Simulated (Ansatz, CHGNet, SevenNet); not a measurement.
## Ladder of methods for the elastic constant C44 of cubic perovskite KMgF₃

Reference value: 49.8 ± 0.08 GPa (measured, temperature not stated, no zero-point or thermal correction, sources range from 48.5 to 49.8; as tabulated in Vaitheeswaran et al. (2007), arXiv:cond-mat/0703621).

```json
[
 {"level (code)": "CHGNet 0.3.0 (CHGNet)", "value (GPa)": "?", "cell (Å³/atom)": "13.40"},
 {"level (code)": "SevenNet-0 (SevenNet)", "value (GPa)": "44.1", "cell (Å³/atom)": "13.33"},
 {"level (code)": "LDA (Ansatz)", "value (GPa)": "49.4", "cell (Å³/atom)": "11.94"},
 {"level (code)": "PBE (Ansatz)", "value (GPa)": "43.7", "cell (Å³/atom)": "13.33"},
 {"level (code)": "PBEsol (Ansatz)", "value (GPa)": "45.1", "cell (Å³/atom)": "12.72"},
 {"level (code)": "r²SCAN (Ansatz)", "value (GPa)": "50.3", "cell (Å³/atom)": "12.61"},
 {"level (code)": "HSE06 (Ansatz)", "value (GPa)": "?", "cell (Å³/atom)": "12.85"}
]
```

Task: Fill in the missing entries.

Result: 
- CHGNet 0.3.0 (CHGNet), value (GPa): 31.2
- HSE06 (Ansatz, a program for electronic structure), value (GPa): 48.2

Differences against the reference: CHGNet 0.3.0 -37 %, SevenNet-0 -11.4 %, LDA -0.8 %, PBE -12.2 %, PBEsol -9.4 %, r²SCAN +1.0 %, HSE06 -3.2 %.

The reference's temperature isn't stated, so close values are not ranked against it. Off by more than 25 % (a bound picked here): CHGNet 0.3.0 (-37 %).

The reference has no zero-point or thermal correction, while the calculations are for a static lattice, so the differences are not the levels' errors alone. A static lattice is as a rule stiffer than a warm one, by over a tenth in soft solids.  CHGNet 0.3.0, SevenNet-0, LDA, PBE, PBEsol, r²SCAN, HSE06: the relaxation could not lower the start's symmetry, so the cell can be a saddle point above a distorted one. Each level is taken at its own relaxed cell. Cutoffs differ between the levels. Ansatz's density-functional and Hartree–Fock values are scalar-relativistic unless marked +SOC, with PAW data made under PBE.

Machine-learned potentials (CHGNet 0.3.0, SevenNet-0) are trained on DFT data, which may include these solids.

Differences are worked out from the printed values.
